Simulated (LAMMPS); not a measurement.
Molecular dynamics of Si (diamond structure), 1000 atoms, at 1770 K and 0 GPa, heated as the crystal.

Level of theory: classical MD, pair style meam, file library.meam (library.meam-Si), run in LAMMPS.

Starting crystal:

Space group Fd-3m, origin choice 1 (No. 227); a = b = c = 5.431 Å, α = β = γ = 90.00°

```tsv
atom	site	symmetry	x	y	z
Si	8b	-43m	0.5000	0.5000	0.5000
```

**Question.** What does the simulation give for the first peak of g(r), the mean frequency of the velocity spectrum, the density?

**Answer.** first peak of g(r): 2.39 Å, height 5.0; mean frequency of the velocity spectrum: 13.4 THz; density: 2.1832 ± 0.0002 g/cm³.

Caution: the potential MEAM library.meam-Si is a first-neighbour MEAM set with a 4 Å cutoff, used here without a parameter file and away from the static properties it was fitted to. Caution: this crystal lies over the measured melting point of 1687 K, so it is superheated or the potential melts high.
